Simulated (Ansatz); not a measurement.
Volume per atom of ZnS (model structure, started from the PtS type, P4₂/mmc, No. 131, 4 atoms in the cell) at several levels of theory

No measured value is used here.

```csv
level (code),value (Å³/atom)
PBE (Ansatz),21.40
PBEsol (Ansatz),?
PBE-D3(BJ) (Ansatz),20.50
```

Some entries are withheld; supply them.


- PBEsol (Ansatz, an electronic-structure program), value (Å³/atom): 20.28

Ansatz's density-functional and Hartree–Fock values are scalar-relativistic unless marked +SOC, with PAW data made under PBE.

A model structure was made by putting elements into a prototype or built by hand; it is no filed structure, need not be a known phase, and can be a saddle point held by its symmetry.
